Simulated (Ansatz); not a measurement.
Base system: BiB in the CsCl type structure (space group Pm-3m, No. 221; a = 3.310 Å; a hypothetical phase, not in the database extracts checked).

Levels (all Ansatz, a program for electronic structure, PAW): PBEsol (420 eV, without spin-orbit coupling); r2SCAN (500 eV, no spin-orbit coupling).

The geometry is relaxed with PBEsol.

| Property | Result |
|---|---|
| PBEsol pressure | 0.0 GPa |

With r2SCAN at the same geometry, the pressure goes from zero to 3.2 GPa.

Single points use the geometry relaxed with PBEsol. Their cutoffs differ, which shifts pressures a little. No phonon test of stability was made. The final runs are not spin-polarised.
